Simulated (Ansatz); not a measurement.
Start from ZnSnO3 (space group R3c, No. 161).

```
CELL_PARAMETERS angstrom
      2.63915     1.52372     4.66998
     -2.63915     1.52372     4.66998
      0.00000    -3.04743     4.66998
ATOMIC_POSITIONS crystal
  Zn 0.29492 0.29492 0.29492
  Zn 0.79492 0.79492 0.79492
  Sn 0.01257 0.01257 0.01257
  Sn 0.51257 0.51257 0.51257
  O  0.72151 0.11607 0.40522
  O  0.40522 0.72151 0.11607
  O  0.11607 0.40522 0.72151
  O  0.90522 0.61607 0.22151
  O  0.22151 0.90522 0.61607
  O  0.61607 0.22151 0.90522
```

Level of theory: PBEsol, PAW, 420 eV (Ansatz, a quantum-chemistry and plane-wave program; no spin-orbit coupling).

Base values:

* **Lattice parameter a**: 5.278 Å
* **Magnetic state**: not spin-polarised

It is then changed as follows: every Sn is replaced by Cd, then cell and atoms are relaxed.

Problem. What happens to the lattice parameter a and magnetic state?

Solution. The lattice parameter a rises by 0.0943 Å to 5.373 Å; the magnetic state becomes ferromagnetic (base: not spin-polarised).

The magnetic state is the one reached from the starting moments; the real material's order can differ, and small cells can't hold many antiferromagnetic ones. Whether these cells are dynamically stable was not tested. As relaxed here, ZnCdO3 is a hypothetical phase, not in the database extracts checked.
